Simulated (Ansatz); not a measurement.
Take SnTe in the rock salt structure (space group Fm-3m, No. 225; a = 6.2348 Å) as the base. Axes: x, y, z lie along the cube axes.

All numbers come from DFT with LDA, PAW potentials and a 420 eV plane-wave cutoff in Ansatz (a quantum-chemistry and plane-wave program), spin-orbit coupling left out.

For the base:

| Property | Result |
|---|---|
| Pressure | 0.0 GPa |
| Shortest interatomic distance | 3.117 Å |

It is then changed as follows: a pure shear with ε_xy = ε_yx = 0.0200, atoms relaxed at fixed cell.

Question: Predict the new energy relative to the base, pressure and shortest interatomic distance.

Answer: The energy grows by 2.7 meV/atom; the pressure (mean of the normal stresses, compression positive) is still 0.0 GPa; the shortest interatomic distance remains 3.117 Å.

The cells carry an imposed strain or load. Stability against distortions was not tested. The final runs are not spin-polarised.
